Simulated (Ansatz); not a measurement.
Start from BiB in the zinc blende structure (space group F-43m, No. 216; a = 5.4905 Å; a hypothetical phase, not in the database extracts checked).

Now apply this change: every Bi is replaced by P, then cell and atoms are relaxed.

Levels (all Ansatz, a quantum-chemistry and plane-wave program, PAW): r2SCAN (500 eV, no spin-orbit coupling); HSE06+SOC (420 eV, spin-orbit coupling included).

The geometry is relaxed with r2SCAN.

| Property | Result |
|---|---|
| r2SCAN lowest conduction level above the VBM at special points | X 1.50 eV; U 2.37 eV; K 2.37 eV; Γ 3.60 eV |
| r2SCAN valence-band top at Γ | 0.00, 0.00, 0.00 eV |

Question: How does going to HSE06+SOC change the lowest conduction level above the VBM at special points and valence-band top at Γ?

Answer: The lowest conduction level above the VBM at special points goes from X 1.50 eV; U 2.37 eV; K 2.37 eV; Γ 3.60 eV to X 2.04 eV; U 2.91 eV; K 2.91 eV; Γ 4.29 eV; the valence-band top at Γ (three highest Kramers pairs, from the VBM) becomes 0.00, 0.00, -0.05 eV (r2SCAN: 0.00, 0.00, 0.00 eV). The threefold valence maximum splits by Δso ≈ 46 meV.

Single points use the geometry relaxed with r2SCAN. HSE06 gaps are upper bounds (no full band path). The spin-orbit shifts are approximate. The levels and masses belong to the bands next to the band gap. Whether these cells are dynamically stable was not tested.
